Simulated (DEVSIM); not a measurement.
System: Schottky contact on n-type Si, at 300 K.

Layer 1 from the left is Si, thickness (μm) 2.80, Nd (cm⁻³) 1.7e15, τn (s) 2.1e-5, τp (s) 2.1e-5.

Left contact: Schottky, work function 4.91 eV, emission velocity 5.3e6 cm/s. Right contact: ohmic. Voltage is applied to the left contact. Recombination: SRH at mid-gap, Auger. Mobility is constant in doping.

The device is made up for the run: typed textbook-type constants, with dimensions and the other settings drawn at random. Values at 300 K.

Si: gap (eV) 1.124, affinity (eV) 4.05, permittivity 11.7, Nc (cm⁻³) 2.86e19, Nv (cm⁻³) 3.1e19, μn (cm²/Vs) 1417, μp (cm²/Vs) 470, Cn (cm⁶/s) 2.8e-31, Cp (cm⁶/s) 9.9e-32.

Simulated with DEVSIM: 1D drift-diffusion, Boltzmann statistics, complete ionisation; no tunnelling, impact ionisation, image-force lowering or self-heating. Metal contacts follow the ideal Schottky-Mott rule: no Fermi-level pinning, no interface dipoles.

Problem. What does the simulation give for the dark forward voltage at 100 A/cm², the largest field in the device at zero bias?

Solution. dark forward voltage at 100 A/cm² 0.622 V; largest field in the device at zero bias 18000 V/cm.
